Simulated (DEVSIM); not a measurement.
System: abrupt GaAs n-p junction, at 350 K.

Layer 1 from the left is GaAs, thickness (μm) 3.10, Nd (cm⁻³) 2.7e17, τn (s) 2.3e-9, τp (s) 2.3e-9. Layer 2 from the left is GaAs, thickness (μm) 2.20, Na (cm⁻³) 4.6e16, τn (s) 2.3e-9, τp (s) 2.3e-9.

Left contact: ohmic. Right contact: ohmic. Voltage is applied to the left contact. Recombination: SRH at mid-gap. Mobility is μmin + (μ − μmin)/(1 + (N/Nref)^α).

This is a model device: material constants are rounded textbook-type values typed into the input, and sizes, dopings and lifetimes were drawn at random. Values at 300 K; Nc and Nv go as T^1.5, mobilities as T to minus their exponent, the gap by Varshni's rule with the affinity fixed.

GaAs: gap (eV) 1.424, affinity (eV) 4.07, permittivity 12.9, Nc (cm⁻³) 4.7e17, Nv (cm⁻³) 9e18, μn (cm²/Vs) 8500, μp (cm²/Vs) 400, μn,min 500, μp,min 20, Nref,n 6e16, Nref,p 1.5e17, αn 0.39, αp 0.38, T exponent of μn 2.1, T exponent of μp 2.2, Varshni α (eV/K) 0.000541, Varshni β (K) 204.

DEVSIM, 1D drift-diffusion, Boltzmann statistics, complete ionisation; no tunnelling, impact ionisation, image-force lowering or self-heating.

Dark forward current:

| |V| (V) | |J| (A/cm²) |
|---|---|
| 0.05 | 1.256e-8 |
| 0.10 | 3.965e-8 |
| 0.15 | 1.021e-7 |
| 0.20 | 2.487e-7 |
| 0.25 | 5.949e-7 |
| 0.30 | 1.415e-6 |
| 0.35 | 3.365e-6 |
| 0.40 | 8.023e-6 |
| 0.45 | 1.925e-5 |
| 0.50 | 4.673e-5 |
| 0.55 | 0.0001159 |
| 0.60 | 0.0002995 |
| 0.65 | 0.0008305 |
| 0.70 | 0.002572 |
| 0.75 | 0.009157 |
| 0.80 | 0.03742 |
| 0.85 | 0.1699 |
| 0.90 | 0.8237 |
| 0.95 | 4.134 |
| 1.00 | 20.99 |
| 1.05 | 104.1 |
| 1.10 | 461.4 |
| 1.15 | 1602 |
| 1.20 | 4152 |

Work out the local ideality factor n = ΔV / (kT/q · ln(J2/J1)) between the rows 0.15 and 0.20 V, 0.95 and 1.00 V, 1.15 and 1.20 V.

kT/q = 30.16 mV. From 0.15 to 0.20 V: ln(2.487e-7/1.021e-7) = 0.890, n = 1.86, near the 2 of recombination in the depletion region. From 0.95 to 1.00 V: ln(20.99/4.134) = 1.625, n = 1.02, near the 1 of diffusion or emission over a barrier. From 1.15 to 1.20 V: ln(4152/1602) = 0.952, n = 1.74.

Estimate the current at 0.95 V from the Shockley equation with J0 = Σ q ni² D/(N L) coth(W/L), τ joining the SRH, radiative and Auger lifetimes that are on, and W taken as the whole layer.

ni² = 4.50e16 cm⁻⁶; holes in the n layer: μ = 135 cm²/Vs, D = 4.06 cm²/s, τ = 2.30e-9 s, L = 0.966 μm, W/L = 3.2, term 1.13e-15 A/cm²; electrons in the p layer: μ = 3410 cm²/Vs, D = 103 cm²/s, τ = 2.30e-9 s, L = 4.86 μm, W/L = 0.45, term 7.82e-14 A/cm². J0 = 7.93e-14 A/cm², and J = J0 exp(qV/kT) = 3.79 A/cm². The simulation gives 4.13 A/cm²; the estimate lies 8.3 % below. The estimate leaves out recombination in the depletion region and that region's share of W.
